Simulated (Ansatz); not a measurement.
**IrO2 with two functionals, pressure 5 GPa**

The reference is IrO2 in the rutile structure (space group P4_2/mnm, No. 136; a = 4.5293 Å, c = 3.1799 Å).

(Cell as relaxed with PBE.)

Levels (all Ansatz, a quantum-chemistry and plane-wave program, PAW, earlier PAW set): PBE (420 eV, scalar-relativistic without spin-orbit coupling); PBEsol (420 eV, spin-orbit coupling left out).

Each level relaxes its own structure.

| base | PBE | PBEsol |
|---|---|---|
| volume per atom | 10.87 Å³ | 10.51 Å³ |
| lattice parameter a | 452.9 pm | 447.2 pm |
| band gap | zero | zero |

One thing is altered: cell and atoms relaxed at a pressure of 5 GPa.

```
quantity                            PBE    PBEsol
-----------------------------  --------  --------
shortest interatomic distance  196.2 pm  194.1 pm
c/a ratio                         0.705     0.708
```

PBE's shortest interatomic distance lies 2.1 pm above PBEsol's (1.1 %); PBE's c/a ratio lies 0.003 below PBEsol's. Neither level is exact; PBEsol is the comparison here, not a measurement.

Load acts through the strain it causes; cell and atoms are relaxed under it. Whether these cells are dynamically stable was not tested. No other phases were tried under pressure. No Hubbard U is applied, and correlation can decide whether such a compound is a metal. All final runs are without spin polarisation.
